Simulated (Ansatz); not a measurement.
**Br on the 1x1 (10-10) surface of wurtzite ZnO (cut with top plane O + Zn), one in a 2x1 cell, started at the site 'top Zn #2'**

Host crystal: wurtzite ZnO, with a band gap (PBE, scalar-relativistic without spin-orbit coupling).

These are r2SCAN, at the PBE geometry and the start's symmetry (plane waves to 500 eV, PAW; Ansatz, a quantum-chemistry and plane-wave program) values and carry that method's errors.

Set-up: 33 atoms, 9.4 Å thick at the start under the adsorbate (thin: gaps and levels are the slab's own); mesh 3x4x1; 0.01 eV smearing; dipole correction on; single point; on the structure that PBE left under its start's symmetry; spin-polarised, ending with about 0.9 μB a cell, a value that depends on the mesh; orders that need a larger cell were not tried, no spin-orbit, no U, no dispersion correction. The slab shows no gap over 0.04 eV on its mesh. The program's check for a lower electronic state was not made. At the end it is bonded to 2 Zn. In PBE it is, or lies within 0.03 eV of, the lowest of the starts that converged; the order may differ at this level.

adsorption energy against ½ Br2(g) at the same level: -0.29 eV
work function of the top face: 7.10 eV
change of the step from the bottom to the top vacuum level, against the clean slab: 1.12 eV
height of the binding atom over the mean of the host atoms within 0.3 Å of the top one: 2.054 Å
nearest host atoms of the binding atom: Zn at 2.52 Å, Zn at 2.52 Å, O at 3.08 Å
note: in the relaxation the adsorbate left its starting site by 2.2 Å
cost: roughly 17 core-minutes

A negative adsorption energy means that the adsorbate is more stable on the surface than in its reference.
